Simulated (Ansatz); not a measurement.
Input and output of a self-consistent single point for TePb (F-43m, 6 atoms in the cell) (Ansatz, a program for electronic structure).

Level of theory: PBE (plane waves, PAW; Ansatz).

The change in words: 3 x 1 x 1 supercell, mesh divided and rounded up; kpoints.mp_grid.grid: 7 7 7 → 3 7 7. Reference geometry:
```xyz
2
Lattice="0.0000 3.5880 3.5880 3.5880 0.0000 3.5880 3.5880 3.5880 0.0000" Properties=species:S:1:pos:R:3 pbc="T T T"
Te     1.7940     1.7940     1.7940
Pb     0.0000     0.0000     0.0000
```

Reference input (self-consistent single point, DFT, PBE, plane waves, default PAW files): kpoints.mp_grid.grid = 7 7 7; hamiltonian.xc = pbe; hamiltonian.pseudopotentials = {kind: paw} (the program's default PAW files); scf.occupations.method = fermi_dirac; scf.occupations.width = 0.1 eV. This run's input differs from it in these lines:

Ansatz 0.2 input:
```diff
@@ -3,3 +3,3 @@
   lattice:
-    - [0.000000, 3.588021, 3.588021]
+    - [0.000000, 10.764063, 10.764063]
     - [3.588021, 0.000000, 3.588021]
@@ -7,6 +7,10 @@
   atoms:
-    - { symbol: Te, position: [0.250000, 0.250000, 0.250000] }
+    - { symbol: Te, position: [0.083333, 0.250000, 0.250000] }
+    - { symbol: Te, position: [0.416667, 0.250000, 0.250000] }
+    - { symbol: Te, position: [0.750000, 0.250000, 0.250000] }
     - { symbol: Pb, position: [0.000000, 0.000000, 0.000000] }
+    - { symbol: Pb, position: [0.333333, 0.000000, 0.000000] }
+    - { symbol: Pb, position: [0.666667, 0.000000, 0.000000] }
 kpoints:
-  mp_grid: { grid: [7, 7, 7] }
+  mp_grid: { grid: [3, 7, 7] }
 hamiltonian:
```

Log, with long lists cut:

```
SCF iter   1: F=—  HF=-56660.336493 eV  |F-HF|=—  |Δ(HF+E_count)|=         —  Δρ=2.25e-3  dr2=4.04e-2  ethr=1.77e-3  ⟨swp⟩=7.6  Hψ=9862  notcnv=0
all-band conjugate gradients solve this SCF's bands
preconditioner: auto → Resta (q_TF=auto, 2.262 Å⁻¹)
SCF iter   2: F=—  HF=-56660.324356 eV  |F-HF|=—  |Δ(HF+E_count)|=   1.21e-2  Δρ=8.36e-4  dr2=3.58e-3  ethr=4.49e-5  ⟨swp⟩=3.0  Hψ=4758  notcnv=0
   [... lines left out ...]
SCF iter   4: F=—  HF=-56660.324644 eV  |F-HF|=—  |Δ(HF+E_count)|=   2.59e-4  Δρ=1.09e-4  dr2=6.59e-5  ethr=4.82e-7  ⟨swp⟩=2.0  Hψ=2781  notcnv=0
SCF iter   5: F=—  HF=-56660.324693 eV  |F-HF|=—  |Δ(HF+E_count)|=   4.92e-5  Δρ=2.53e-5  dr2=2.79e-6  ethr=7.33e-8  ⟨swp⟩=2.0  Hψ=3066  notcnv=0
SCF iter   6: F=—  HF=-56660.324704 eV  |F-HF|=—  |Δ(HF+E_count)|=   1.03e-5  Δρ=7.75e-6  dr2=2.19e-7  ethr=3.10e-9  ⟨swp⟩=2.9  Hψ=4189  notcnv=0
SCF iter   7: F=-56660.324705 eV  HF=-56660.324705 eV  |F-HF|=3.72e-8  |Δ(HF+E_count)|=   1.11e-6  Δρ=1.39e-6  dr2=7.47e-9  ethr=1.11e-10  ⟨swp⟩=7.8  Hψ=10659  notcnv=0
SCF 1 converged in 7 iterations: F = -56660.324705 eV  dr2 = 7.47e-9
Free energy (F): -56660.324705 eV
Internal energy: -56660.315457 eV  (E = F + TS)
E sigma→0 (E₀):  -56660.320081 eV
Entropy (-TS):   -0.009248 eV (-1.541 meV/atom)
Fermi energy:    5.712559 eV
--- Forces (eV/Å), atoms counted from 1 ---
  atom   1  Te    -0.00020382     0.00020744     0.00020744
  atom   2  Te    -0.00020382     0.00020744     0.00020744
  atom   3  Te    -0.00020382     0.00020744     0.00020744
  atom   4  Pb     0.00020317    -0.00020789    -0.00020789
  atom   5  Pb     0.00020317    -0.00020789    -0.00020789
  atom   6  Pb     0.00020317    -0.00020789    -0.00020789
--- Stress (GPa, compression-positive) ---
        1.844410       0.000235       0.000235
        0.000235       1.844060      -0.000347
        0.000235      -0.000347       1.844060
  P = ⅓ Tr σ = 1.8442 GPa (18.442 kbar)
  The stress holds the Pulay correction. Without it, at fixed plane waves, as pw.x and ABINIT print it: P = 1.8279 GPa
```

The run converged in 7 iterations. Against the reference run the free energy stays essentially unchanged (within 1 meV/atom), the pressure stays at 1.84 GPa and the gap on the mesh goes from 0.688 to 0.577 eV.

The starting cell was generated: these elements placed on a structure prototype, without a prior relaxation; it need not be a known phase or ordering of this composition. Spin-orbit coupling is off. Ansatz's pressure includes its estimate of the finite-basis (Pulay) stress.

The mesh has a lower symmetry than the crystal, so small forces and shears that the space group forbids can appear.

Cost on one core of a shared machine: roughly 30 s.
